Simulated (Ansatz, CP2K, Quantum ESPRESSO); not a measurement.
One structure in several programs: LaAu (Cmcm, 4 atoms in the cell)

Self-consistent single point.

```xyz
4
Lattice="1.9726 -5.7115 0.0000 1.9726 5.7115 0.0000 0.0000 0.0000 4.7358" Properties=species:S:1:pos:R:3 pbc="T T T"
La     1.9726    -4.1692     3.5519
La     1.9726     4.1692     1.1840
Au     1.9726    -0.9938     3.5519
Au     1.9726     0.9938     1.1840
```

Shared settings, as Ansatz (a program for electronic structure) writes them: kpoints.mp_grid.grid = 6 6 5; scf.occupations.method = fermi_dirac; scf.occupations.width = 0.0073 Ry. Potentials and cutoffs stand in the table.

| code | model | pressure (GPa) | largest force (eV/Å) | cutoff |
|---|---|---|---|---|
| CP2K | LDA (Pade form), GPW, DZVP-MOLOPT-SR-GTH basis, GTH-PADE potentials (GTH_POTENTIALS) | -0.25 | 0.107 | grid 500 Ry |
| Ansatz | LDA (PW92), PAW files made with PBE | -2.27 | 0.063 | default |
| Quantum ESPRESSO | LDA (PZ), GBRV 1.5 ultrasoft (LDA) pseudopotentials | -2.28 | 0.077 | 40 Ry |

Size of the force on each atom (eV/Å): Sizes of forces hide their directions.

```tsv
code	La1	La2	Au3	Au4
CP2K	0.107	0.107	0.014	0.014
Ansatz	0.011	0.011	0.063	0.063
Quantum ESPRESSO	0.013	0.013	0.077	0.077
```

On Ansatz's run: spin-orbit coupling is off.

The spread over the programs that give each value: pressure within 2.03 GPa; largest force within 0.044 eV/Å.

CP2K uses small atom-centred bases, whose incompleteness enters pressures, forces and empty levels differently from a plane-wave cutoff. Ansatz's pressure is given at a fixed set of plane waves, as the other plane-wave codes print theirs. The same LDA comes in different parametrisations, which differ slightly. In the pressure, CP2K (by 2.02) lies more than 1 GPa from the median of the plane-wave programs. In the force vectors, CP2K (by 0.095) lies more than 0.08 eV/Å from the median of the plane-wave programs.

The starting cell comes from a database of computed structures (which also holds hypothetical and non-ambient phases and stackings), without a prior relaxation at this level. Its lattice was rescaled by a random factor within 2.5 % of one.

Left out of this page: Elk (not drawn, or without a comparable value).

Keys are those of Ansatz 0.2.
